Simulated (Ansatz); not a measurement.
Band structure of GaAg (Pm-3m, 2 atoms in the cell).

```yaml
crystal:
  lattice:
    - [3.31723, 0.00000, 0.00000]
    - [0.00000, 3.31723, 0.00000]
    - [0.00000, 0.00000, 3.31723]
  atoms:
    - { symbol: Ga, position: [0.50000, 0.50000, 0.50000] }
    - { symbol: Ag, position: [0.00000, 0.00000, 0.00000] }
```

Computed with PBEsol, PAW files made with PBE (plane waves; Ansatz, a program for electronic structure).

Settings: basis.ecutwfc = 30.9 Ry; kpoints.mp_grid.grid = 13 13 13; hamiltonian.xc = pbesol; hamiltonian.pseudopotentials = {kind: paw} (the program's default PAW files); scf.occupations.method = gaussian; scf.occupations.width = 0.02 Ry; kpoints.band_path.npoints = 8.

The starting cell comes from a database of computed structures (which also holds hypothetical and non-ambient phases and stackings), without a prior relaxation at this level.

Levels in eV from the Fermi level, bands 13 to 19:
| point | 13 | 14 | 15 | 16 | 17 | 18 | 19 |
|---|---|---|---|---|---|---|---|
| Γ | -4.40 | -4.40 | -4.40 | 3.30 | 3.30 | 3.30 | 6.05 |
| X | -4.96 | -4.96 | -4.38 | -3.07 | 7.02 | 7.02 | 8.49 |
| M | -4.72 | -3.98 | -2.46 | -2.46 | -1.33 | 0.79 | 7.17 |
| R | -3.95 | -3.95 | -2.19 | 2.64 | 2.64 | 2.64 | 2.75 |

Bands cross the Fermi level along this path, so the cell is metallic at this level.

Keys are those of Ansatz 0.2.
